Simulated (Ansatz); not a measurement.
We consider Ti₄AlN₃ (P6₃/mmc, No. 194), described by PBEsol-D3(BJ) (Ansatz, an electronic-structure program, plane waves, PAW).

Run with plane-wave cutoff 520 eV, 24×24×4 k mesh (along the axes of the cell as run), Fermi–Dirac smearing 0.05 eV, no spin polarisation, scalar-relativistic PAW data made under PBE.

Computed at the level's own relaxed cell.

### Question
Give the computed c axis length, pressure derivative B′ of the bulk modulus, bulk modulus, equilibrium volume per atom and lattice constant a.

### Answer

- c axis length = 23.020 Å
- pressure derivative B′ of the bulk modulus = 4.4
- bulk modulus = 227 GPa
- equilibrium volume per atom = 10.73 Å³/atom
- lattice constant a = 2.934 Å

Measured, for comparison: bulk modulus 216 ± 2 GPa (room temperature, not corrected to a static lattice; as tabulated in High pressure study of Ti4AlN3 to 55 GPa). Computed (rounded) less measured: bulk modulus +5 %. A static lattice is as a rule a little smaller and stiffer than an uncorrected measurement, which narrows the difference in the bulk modulus and would widen misses of the other sign.

Note: the run has no spin polarisation, so it can have missed a magnetic state; the volume lies 5 % below that of the published cell; the bulk modulus comes from volumes at which shape and atoms were relaxed.

Static lattice: no zero-point or thermal effects.

It cost about 2.2 core-hours (a rough figure) of CPU time.
